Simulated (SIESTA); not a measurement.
Worked example: self-consistent single point of NbVCr (Imma, 6 atoms in the cell) in SIESTA

Computed with GGA PBEsol, numerical atomic orbitals DZP, PseudoDojo PBEsol standard norm-conserving potentials (rewritten from UPF to PSML) (SIESTA).

The input file:

```
# files in the folder: Nb.psml V.psml Cr.psml (PseudoDojo PBEsol standard)
SystemName  NbVCr
SystemLabel nbvcr

NumberOfAtoms                6
NumberOfSpecies              3
%block ChemicalSpeciesLabel
  1 41 Nb
  2 23 V
  3 24 Cr
%endblock ChemicalSpeciesLabel
LatticeConstant              1.0 Bohr
%block LatticeVectors
    -4.653289955    4.762610611    6.628034858
     4.653289955   -4.762610611    6.628034858
     4.653289955    4.762610611   -6.628034858
%endblock LatticeVectors
AtomicCoordinatesFormat      Ang
%block AtomicCoordinatesAndAtomicSpecies
     2.462415000    1.260132500   -0.868012589  1
     0.000000000    1.260132500    4.375417589  1
     0.000000000    2.520265000    0.000000000  2
     0.000000000    0.000000000    0.000000000  2
    -1.231207500    1.260132500    1.753702500  3
     1.231207500    1.260132500    1.753702500  3
%endblock AtomicCoordinatesAndAtomicSpecies

XC.functional                GGA
XC.authors                   PBEsol
PAO.BasisSize                DZP
PAO.EnergyShift              0.005 Ry
MeshCutoff                   400 Ry
%block kgrid.MonkhorstPack
    5   0   0  0.0
    0   5   0  0.0
    0   0   5  0.0
%endblock kgrid.MonkhorstPack
OccupationFunction           FD
ElectronicTemperature        1160.45 K

MaxSCFIterations             150
SCF.Mixer.Method             Pulay
SCF.Mixer.Weight             0.25
SCF.Mixer.History            8
SCF.DM.Tolerance             1.0E-05
Diag.ParallelOverK           true
WriteForces                  true
```

The program printed (abridged):

```
reinit: Reading from file input.fdf

reinit: System Name: NbVCr
reinit: System Label: nbvcr

coor:   Atomic-coordinates input format  =     Cartesian coordinates
coor:                                          (in Angstroms)

siesta: Atomic coordinates (Bohr) and species
siesta:      4.65329   2.38131  -1.64031  1        1
siesta:      0.00000   2.38131   8.26834  1        2
siesta:      0.00000   4.76261   0.00000  2        3
siesta:      0.00000   0.00000   0.00000  2        4
siesta:     -2.32664   2.38131   3.31402  3        5
siesta:      2.32664   2.38131   3.31402  3        6

siesta: System type = bulk

initatomlists: Number of atoms, orbitals, and projectors:      6   114   108

siesta: ******************** Simulation parameters ****************************
redata: Spin configuration                          = none
redata: Time-Reversal Symmetry                      = T
redata: Number of Atomic Species                    =        3
redata: Mesh Cutoff                                 =   400.0000 Ry
redata: Net charge of the system                    =     0.0000 |e|
redata: Min. number of SCF Iter                     =        0
redata: Max. number of SCF Iter                     =      150
redata: SCF convergence failure will abort job
redata: SCF mix quantity                            = Hamiltonian
redata: Mix DM or H after convergence               =   F
redata: Recompute H after scf cycle                 =   F
redata: Mix DM in first SCF step                    =   T
redata: No kicks to SCF
redata: DM Mixing Weight for Kicks                  =     0.5000
redata: Require Harris convergence for SCF          =   F
redata: Harris energy tolerance for SCF             =     0.000100 eV
redata: Require DM convergence for SCF              =   T
redata: DM tolerance for SCF                        =     0.000010
redata: Require EDM convergence for SCF             =   F
redata: EDM tolerance for SCF                       =     0.001000 eV
redata: Require H convergence for SCF               =   T
redata: Hamiltonian tolerance for SCF               =     0.001000 eV
redata: Require (free) Energy convergence for SCF   =   F
redata: (free) Energy tolerance for SCF             =     0.000100 eV
redata: Using DFT-D3 dispersion                     =   F
redata: Using Saved Data (generic)                  =   F
redata: Method of Calculation                       = Diagonalization
redata: Electronic Temperature                      =  1160.4500 K
redata: Number of TDED substeps                     =        3
redata: Dynamics option                             = Single-point calculation
redata: Save all siesta data in one NC              =   F
redata: ***********************************************************************

%block SCF.Mixers
  Pulay
%endblock SCF.Mixers

%block SCF.Mixer.Pulay
  # Mixing method
  method pulay
  variant stable

  # Mixing options
  weight 0.2500
  weight.linear 0.2500
  history 8
%endblock SCF.Mixer.Pulay

DM_history_depth set to one: no extrapolation allowed by default for geometry relaxation
Size of DM history Fstack: 1
Total number of electrons:    80.000000
Total ionic charge:    80.000000

* ProcessorY, Blocksize:    1  64

* Orbital distribution balance (max,min):   114   114

 Kpoints in:           75 . Kpoints trimmed:           63

siesta: k-grid: Number of k-points = 63
siesta: k-points from Monkhorst-Pack grid
siesta: k-cutoff (effective) =    12.312 Ang
siesta: k-point supercell and displacements
siesta: k-grid:     5     0     0      0.000
siesta: k-grid:     0     5     0      0.000
siesta: k-grid:     0     0     5      0.000

diag: Algorithm                                     = D&C
diag: Parallel over k                               =   F
diag: Use parallel 2D distribution                  =   F
diag: Parallel block-size                           = 64
diag: Parallel distribution                         =     1 x     1
diag: Used triangular part                          = Lower
diag: Absolute tolerance                            =  0.100E-15
diag: Orthogonalization factor                      =  0.100E-05
diag: Memory factor                                 =  1.0000

superc: Internal auxiliary supercell:     7 x     5 x     7  =     245
superc: Number of atoms, orbitals, and projectors:   1470  27930  26460

                        Single-point calculation

superc: Internal auxiliary supercell:     7 x     5 x     7  =     245
superc: Number of atoms, orbitals, and projectors:   1470  27930  26460

outcell: Unit cell vectors (Ang):
       -2.462415    2.520265    3.507405
        2.462415   -2.520265    3.507405
        2.462415    2.520265   -3.507405

outcell: Cell vector modules (Ang)   :    4.971631    4.971631    4.971631
outcell: Cell angles (23,13,12) (deg):    120.6218    119.0810     90.2627
outcell: Cell volume (Ang**3)        :     87.0670
new_DM -- step:     1
Initializing Density Matrix...

Attempting to read DM from file... Failed...
DM filled with atomic data:

InitMesh: MESH = 54 x 54 x 50 = 145800
InitMesh: Mesh cutoff (required, used) =   400.000   437.552 Ry

stepf: Fermi-Dirac step function

        iscf     Eharris(eV)        E_KS(eV)     FreeEng(eV)     dDmax    Ef(eV) dHmax(eV)
   scf:    1   -11835.447024   -12122.311746   -12122.392817  1.244488 -4.418735 40.561366
   scf:    2   -10740.210711   -11850.664656   -11850.894647  1.806077 -5.471106 73.112178
   scf:    3   -12217.771754   -12222.835425   -12222.940057  1.095778 -4.881539 13.396753
   scf:    4   -12237.186430   -12231.138941   -12231.232308  0.226867 -5.115993  8.450426
   scf:    5   -12105.781603   -12197.690334   -12197.888593  0.855541 -6.987980 24.320084
   scf:    6   -12230.500855   -12235.447031   -12235.574779  0.474110 -5.900663  3.065527
   [... 8 lines left out ...]
   scf:   15   -12236.222408   -12236.222403   -12236.343364  0.000050 -5.962297  0.000225
   scf:   16   -12236.222404   -12236.222403   -12236.343364  0.000021 -5.962307  0.000230
   scf:   17   -12236.222404   -12236.222404   -12236.343364  0.000013 -5.962305  0.000064
   scf:   18   -12236.222405   -12236.222404   -12236.343364  0.000014 -5.962298  0.000042
   scf:   19   -12236.222405   -12236.222405   -12236.343364  0.000006 -5.962295  0.000009

SCF Convergence by DM+H criterion
max |DM_out - DM_in|         :     0.0000057059
max |H_out - H_in|      (eV) :     0.0000087897
SCF cycle converged after 19 iterations

Using DM_out to compute the final energy and forces

siesta: E_KS(eV) =           -12236.2224

siesta: E_KS - E_eggbox =    -12236.2224

siesta: Atomic forces (eV/Ang):
     1    0.001285    0.001573    0.010833
     2   -0.001285   -0.001573   -0.010833
     3    0.000000   -0.000000    0.000000
     4    0.000000    0.000000   -0.000000
     5    0.000000    0.000000   -0.000000
     6   -0.000000    0.000000   -0.000000
   Tot    0.000000    0.000000   -0.000000
   Max    0.010833
   Res    0.003674    sqrt( Sum f_i^2 / 3N )
   Max    0.010833    constrained

Stress tensor Voigt[x,y,z,yz,xz,xy] (kbar):       68.62       63.46       66.02        0.18       -0.11        0.07
(Free)E + p*V (eV/cell)   -12239.9318
Target enthalpy (eV/cell)   -12236.3434

siesta: Program's energy decomposition (eV):
siesta: Ebs     =     -2627.073324
siesta: Eions   =     18320.783997
siesta: Ena     =      3139.994473
siesta: Ekin    =      4700.863738
siesta: Enl     =       103.436484
siesta: Eso     =         0.000000
siesta: Edftu   =         0.000000
siesta: DEna    =       162.720420
siesta: DUscf   =         7.370059
siesta: DUext   =         0.000000
siesta: Ex      =     -1887.586447
siesta: Ec      =      -142.237136
siesta: Exc     =     -2029.823583
siesta: Eharris =    -12236.222405
siesta: Etot    =    -12236.222405
siesta: FreeEng =    -12236.343364

siesta: Stress tensor (static) (eV/Ang**3):
siesta:     0.042830    0.000043   -0.000069
siesta:     0.000043    0.039609    0.000115
siesta:    -0.000069    0.000115    0.041204

siesta: Cell volume =         87.066957 Ang**3

siesta: Pressure (static):
siesta:                Solid            Molecule  Units
siesta:          -0.00044888         -0.00044665  Ry/Bohr**3
siesta:          -0.04121445         -0.04100910  eV/Ang**3
siesta:         -66.03283430        -65.70382504  kBar
```

The run converged in 19 iterations.

The starting cell comes from a database of computed structures (which also holds hypothetical and non-ambient phases and stackings), without a prior relaxation at this level. Spin polarisation is off. Values carry the incompleteness of an atom-centred basis. With a pressure of about -7 GPa the cell is away from its equilibrium volume at this level.

Cost on one core of a shared machine: roughly 2 min.
